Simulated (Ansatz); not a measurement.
## Be₂B (Fm-3m): resistivity and electron-phonon coupling

Input:

```xyz
3
Lattice="0.0000 2.2765 2.2765 2.2765 0.0000 2.2765 2.2765 2.2765 0.0000" Properties=species:S:1:pos:R:3 pbc="T T T"
Be     3.4147     3.4147     3.4147
Be     1.1382     1.1382     1.1382
B      0.0000     0.0000     0.0000
```

These are PBEsol, DFPT electron-phonon coupling, linearised Boltzmann equation (plane waves, PAW, scalar-relativistic; Ansatz, a quantum-chemistry and plane-wave program) values and carry that method's errors. Cell: relaxed with this functional, without spin-orbit coupling.

```json
{
  "resistivity at 300 K": "4.8 μΩ·cm",
  "electron mean free path at 300 K (weighted by the current that each state carries)": "14.3 nm",
  "electron-phonon coupling λ": "0.54",
  "transport coupling λ_tr": "0.55",
  "logarithmic_mean_phonon_energy": "57 meV",
  "density of states at the Fermi level": "0.38 states/(eV·spin·cell)",
  "drude_plasma_energy": "8.9 eV",
  "Hall coefficient at 300 K": "8.7 ×10⁻¹¹ m³/C"
}
```

A metal at this level (no band gap). Only scattering by harmonic phonons is included (no impurities, grain boundaries, electron-electron scattering or thermal expansion). Spin-orbit coupling is left out. Halving the electron mesh (32x32x32) moves the resistivity by up to 1 % at 300 K, the mean free path by up to 4 %, the coupling by up to 3 %. Smearing 0.20 eV; phonons on a 5x5x5 q mesh, which this run doesn't test and which matters most at low temperature.

Computed structure, not matched to a measured one here, so possibly hypothetical: Be2B (Fm-3m).
